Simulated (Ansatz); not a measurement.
# Converging the plane-wave cutoff: MgZrF6 (I4mm, 8 atoms in the cell)

```xyz
8
Lattice="0.0000 4.0080 4.0080 4.0080 0.0000 4.0080 4.0080 4.0080 0.0000" Properties=species:S:1:pos:R:3 pbc="T T T"
Mg     4.0080     4.0080     4.0580
Zr     0.0000     0.0000     0.0000
F      2.0231     4.0080     4.0080
F      5.9929     4.0080     4.0080
F      4.0080     2.0231     4.0080
F      4.0080     5.9929     4.0080
F      4.0080     4.0080     2.0231
F      4.0080     4.0080     5.9929
```

Computed with PBEsol, default PAW files made with PBE (plane waves; Ansatz, an electronic-structure program).

Base settings: basis.ecutwfc = 420 eV; kpoints.mp_grid.grid = 5 5 5; hamiltonian.xc = pbesol; hamiltonian.pseudopotentials = {kind: paw} (the program's default PAW files); scf.occupations.method = fixed.

The second cell is the first with its lattice scaled by 0.98.

The mesh stays at the base's, so the ladder's end is converged at best in this setting alone.

The first pressure column holds Ansatz's estimate of the finite-basis (Pulay) stress, which hides part of the cutoff error; the other is without it.

Only quantities that move along the ladder and can be compared are tabulated.

The count of work is k-points × plane waves × bands × iterations; it is no time. 

The starting cell comes from a database of computed structures (which also holds hypothetical and non-ambient phases and stackings), without a prior relaxation at this level. Its lattice was rescaled by up to half a per cent. One atom was moved a little off its site on purpose.

```csv
basis.ecutwfc,free energy less the last step's (meV/atom),energy of the compressed cell less the first (meV/atom),pressure (GPa),pressure without the Pulay estimate (GPa),largest difference of a force vector from the last step's (eV/Å),count of work / last
145 eV,32366.25,310.92,8.03,-723.27,4.541,0.073
170 eV,17796.95,89.92,15.22,-483.60,2.228,0.088
190 eV,10698.67,88.74,6.91,-340.06,1.055,0.10
210 eV,6430.99,-12.57,-1.05,-235.98,0.208,0.12
230 eV,3759.49,-5.09,-5.09,-158.22,0.260,0.12
250 eV,2172.47,5.29,-4.74,-104.19,0.382,0.14
295 eV,606.55,2.00,-2.64,-38.52,0.117,0.18
335 eV,162.52,7.54,-1.43,-14.11,0.007,0.22
380 eV,29.84,8.71,-1.49,-4.56,0.008,0.22
420 eV,5.60,8.99,-1.53,-2.12,0.003,0.27
460 eV,2.08,9.02,-1.53,-1.59,0.001,0.31
505 eV,1.82,9.01,-1.53,-1.54,0.001,0.35
565 eV,1.48,8.98,-1.53,-1.56,0.001,0.41
630 eV,1.20,8.96,-1.54,-1.54,0.000,0.50
735 eV,1.04,8.95,-1.54,-1.55,0.000,0.62
840 eV,0.49,8.96,-1.54,-1.57,0.000,0.76
1010 eV,0.00,8.94,-1.54,-1.54,0.000,1.0
```

Coarsest basis.ecutwfc that holds the pressure within 0.1 GPa of the last step, with all finer ones: 380 eV, at 0.22 of the last step's count of work; the step before is off by 0.11 GPa.

Coarsest basis.ecutwfc that holds the pressure without the Pulay estimate within 0.1 GPa of the last step, with all finer ones: 460 eV, at 0.31 of the last step's count of work; the step before is off by 0.58 GPa.

Coarsest basis.ecutwfc that holds the energy of the compressed cell less the first within 1 meV/atom of the last step, with all finer ones: 380 eV, at 0.22 of the last step's count of work; the step before is off by 1.4 meV/atom.

The energy difference between the two cells stays within 1 meV/atom of the last step's from 380 eV on, the total only from 840 eV on: much of the error is common to both cells and cancels.

At the lowest cutoff the pressure without the Pulay estimate lies 722 GPa under the last step's, the usual sign of Pulay stress in an incomplete plane-wave basis.

Keys are those of Ansatz 0.2.
